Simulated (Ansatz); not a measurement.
Start from CaPdF4 (space group I4/mcm, No. 140; a = 5.529 Å, c = 10.528 Å; a cell from a computed database, its experimental status unchecked). Axes: x, y, z lie along a, b, c of the conventional cell.

One thing is altered: tensile biaxial strain of 1.95 % in the plane normal to [001], as in epitaxy on a mismatched substrate; the out-of-plane cell vector and the atoms relax.

Calculations: r2SCAN (Ansatz, an electronic-structure program), without spin-orbit coupling.

Base, band edges from the VBM (valence, conduction): M -0.03, 1.98; G -0.02, 1.57; R -0.02, 1.57; X 0.00, 1.48; Γ -0.10, 1.66; S₀ -0.08, 1.86; S -0.08, 1.86; N -0.12, 1.78; P -0.08, 1.76 eV.

Give the band edges at the high-symmetry points of the new zone, measured from its valence-band maximum.


```json
[
 {"point": "Γ", "valence edge (eV)": "-0.12", "conduction edge (eV)": "1.67"},
 {"point": "X", "valence edge (eV)": "0.00", "conduction edge (eV)": "1.50"},
 {"point": "P", "valence edge (eV)": "-0.09", "conduction edge (eV)": "1.79"},
 {"point": "N", "valence edge (eV)": "-0.14", "conduction edge (eV)": "1.80"},
 {"point": "M", "valence edge (eV)": "-0.04", "conduction edge (eV)": "2.02"},
 {"point": "S", "valence edge (eV)": "-0.10", "conduction edge (eV)": "1.90"},
 {"point": "S₀", "valence edge (eV)": "-0.10", "conduction edge (eV)": "1.90"},
 {"point": "R", "valence edge (eV)": "-0.03", "conduction edge (eV)": "1.60"},
 {"point": "G", "valence edge (eV)": "-0.03", "conduction edge (eV)": "1.60"}
]
```

The gap is 1.50 eV, direct at X.

No phonon test of stability was made.
